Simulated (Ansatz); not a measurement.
Start from NaCl in the rock salt structure (space group Fm-3m, No. 225).

```xyz
2
Lattice="0.0000 2.8478 2.8478 2.8478 0.0000 2.8478 2.8478 2.8478 0.0000" Properties=species:S:1:pos:R:3 pbc="T T T"
Cl     0.0000     0.0000     0.0000
Na     2.8478     2.8478     2.8478
```

Cartesian axes are those of the cell as printed.

The values are results of Kohn–Sham DFT with the PBE functional, run in Ansatz (a quantum-chemistry and plane-wave program) with PAW and 420 eV plane waves, no spin-orbit coupling, earlier PAW set, not measurements.

Before the change:

The band gap comes out as 5.00 eV and the shortest interatomic distance is 2.848 Å. The valence-band top at Γ is 0.00, 0.00, 0.00 eV.

One thing is altered: a free-standing slab of 6 layers (12 atoms, 2 a layer) is cut normal to the z axis, with 15 Å of vacuum and the in-plane cell held at bulk.

Q: Predict the new excess energy per area of both faces.

A: The excess energy per area of both faces (slab less bulk energy over the cell's area: twice a surface energy) comes out as 0.29 J/m².

Q: Estimate the effect on the band gap.

A: The band gap shrinks by 0.02 eV (5.00 eV → 4.98 eV).

Q: What happens to the shortest interatomic distance?

A: The shortest interatomic distance decreases by 0.0584 Å, from 2.848 Å to 2.789 Å.

Q: Predict the new gap character.

A: The gap character is direct at Γ.

Q: What does the calculation give for the valence-band top at Γ after the change?

A: The valence-band top at Γ (three highest levels, from the VBM) becomes 0.00, 0.00, -0.04 eV (base: 0.00, 0.00, 0.00 eV).

The excess energy carries the mismatch between the slab's and the bulk's meshes. Whether these cells are dynamically stable was not tested. Labels are those of the standard path for the cell's own space group.
